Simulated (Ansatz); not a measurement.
## BP under a change: P → As

Take BP in the zinc blende structure (space group F-43m, No. 216; a = 4.5202 Å) as the base.

Perturbation: As takes the place of P on all its sites, then cell and atoms are relaxed.

All numbers come from PBEsol (Ansatz, a program for electronic structure), no SOC. Γ-centred 12×12×12 mesh, Fermi–Dirac width 0.05 eV, for the changed cell.

| quantity | base | changed | shift |
|---|---|---|---|
| volume per atom | 11.54 Å³ | 13.55 Å³ | +2.003 Å³ |
| density | 3.01 g/cm³ | 5.25 g/cm³ | +2.249 g/cm³ |
| lattice parameter a | 4.520 Å | 4.768 Å | +0.248 Å |
| space group | F-43m (No. 216) | F-43m (No. 216) | – |
| shortest interatomic distance | 1.957 Å | 2.065 Å | +0.1072 Å |
| band gap | 1.11 eV | 1.08 eV | -0.03 eV |
| smallest direct gap | 3.38 eV | 3.25 eV | -0.13 eV |
| width of the top valence band | 5.60 eV | 5.27 eV | -0.33 eV |
| electron mass | 1.3 mₑ along k, 0.22 mₑ across (off the special points) | 1.1 mₑ along k, 0.21 mₑ across (off the special points) | – |
| hole mass (degenerate bands, along [100]) | 0.25, 0.25, 0.34 mₑ (at Γ) | 0.23 mₑ (at Γ) | – |

Cost of the whole job for the changed cell (relaxation, final SCF and bands): about 30 core-seconds (a rough figure).

Masses are band curvatures over ±0.01 Å⁻¹ around the edge. Along k means along the line from Γ to the band edge. Whether these cells are dynamically stable was not tested.
